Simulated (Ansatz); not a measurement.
System: Sr2TaNO3 (Immm, No. 71, 7 atoms in the cell; start mp-1218704). Method: PBEsol (Ansatz, a first-principles code, plane waves, PAW).

Settings: plane-wave cutoff 520 eV, 12×12×12 k mesh, Fermi–Dirac smearing 0.01 eV, scalar-relativistic PAW data made under PBE.

Cell (relaxed at this level):

```cif
data_NO3Sr2Ta
_chemical_formula_sum 'Sr2 Ta1 N1 O3'
_space_group_name_H-M_alt 'P 1'
_space_group_IT_number 1
_cell_length_a 6.88980
_cell_length_b 6.88980
_cell_length_c 6.88980
_cell_angle_alpha 146.324
_cell_angle_beta 145.813
_cell_angle_gamma 48.746
loop_
_space_group_symop_operation_xyz
  'x, y, z'
loop_
_atom_site_label
_atom_site_type_symbol
_atom_site_fract_x
_atom_site_fract_y
_atom_site_fract_z
_atom_site_occupancy
Sr1 Sr 0.64475 0.64475 0.00000 1
Sr2 Sr 0.35525 0.35525 0.00000 1
Ta1 Ta 0.00000 0.00000 0.00000 1
N1 N 0.50000 0.00000 0.50000 1
O1 O 0.83856 0.83856 0.00000 1
O2 O 0.16144 0.16144 0.00000 1
O3 O 0.00000 0.50000 0.50000 1
```

### Question
What does this level give for the band gap and bulk modulus B0?

### Answer

* **band gap**: 0.59 eV (on the SCF k mesh)
* **bulk modulus B0**: 146 GPa

Note: the relaxation could not lower the start's symmetry, so the cell can be a saddle point above a distorted one; the bulk modulus is −V dP/dV from two relaxed cells at ±2 % in volume.

Spin–orbit coupling is not included.

Static lattice: no zero-point or thermal effects.

A start named mp-… is a Materials Project structure, which need not be a measured phase.
